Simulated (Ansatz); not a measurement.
Take CuI in the zinc blende structure (space group F-43m, No. 216) as the base.

```
CELL_PARAMETERS angstrom
      0.00000     2.96966     2.96966
      2.96966     0.00000     2.96966
      2.96966     2.96966     0.00000
ATOMIC_POSITIONS crystal
  Cu 0.00000 0.00000 0.00000
  I  0.25000 0.25000 0.25000
```

Cartesian axes are those of the cell as printed.

The values are results of plane-wave PAW DFT at the PBEsol level (Ansatz, a quantum-chemistry and plane-wave program, 420 eV), no spin-orbit coupling, not measurements.

The change: every lattice vector is shortened by 3.00 %; the atoms relax in the strained cell.

### Question
Predict the stress tensor and what it implies for the stiffness.

### Answer
Stress of the strained cell less that of the base (GPa, compression positive):
```
   5.72    0.00    0.00
   0.00    5.72    0.00
   0.00    0.00    5.72
```

Then B = −ΔP/(ΔV/V₀) with ΔV/V₀ = -0.0873 gives secant stiffness values (nonlinear terms included at this strain): B ≈ 66 GPa.

As a check, the harmonic strain energy −½ V₀ Δσ:ε is 42 meV/atom; the computed energy rise is 37 meV/atom.

Stability against distortions was not tested. All final runs are without spin polarisation.
